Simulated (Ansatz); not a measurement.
We consider Al (model structure, P6/mmm, No. 191, 7 atoms in the cell), described by LDA in Ansatz (plane waves, PAW).

Numerical settings: plane-wave cutoff 520 eV, 12×12×12 k mesh, Fermi–Dirac smearing 0.05 eV, scalar-relativistic PAW data made under PBE.

Cell (relaxed at this level):

```cif
data_Al7
_chemical_formula_sum 'Al7'
_space_group_name_H-M_alt 'P 1'
_space_group_IT_number 1
_cell_length_a 5.16172
_cell_length_b 5.16172
_cell_length_c 5.02109
_cell_angle_alpha 90.000
_cell_angle_beta 90.000
_cell_angle_gamma 120.000
loop_
_space_group_symop_operation_xyz
  'x, y, z'
loop_
_atom_site_label
_atom_site_type_symbol
_atom_site_fract_x
_atom_site_fract_y
_atom_site_fract_z
_atom_site_occupancy
Al1 Al 0.00000 0.00000 0.25383 1
Al2 Al 0.00000 0.00000 0.74617 1
Al3 Al 0.33333 0.66667 0.50000 1
Al4 Al 0.66667 0.33333 0.50000 1
Al5 Al 0.00000 0.50000 0.00000 1
Al6 Al 0.50000 0.00000 0.00000 1
Al7 Al 0.50000 0.50000 0.00000 1
```

Estimate the bulk modulus B0 that the calculation returns.


* **bulk modulus B0**: 75.6 GPa

The run finds no gap.

Note: the bulk modulus is −V dP/dV from two relaxed cells at ±2 % in volume; the relaxation could raise the start's symmetry but not lower it, so the cell can be a saddle point.

It cost very roughly 2.1 core-minutes of CPU time.

A model structure was made by putting elements into a prototype or built by hand; it is no filed structure, need not be a known phase, and can be a saddle point held by its symmetry.

Ansatz is a first-principles code.
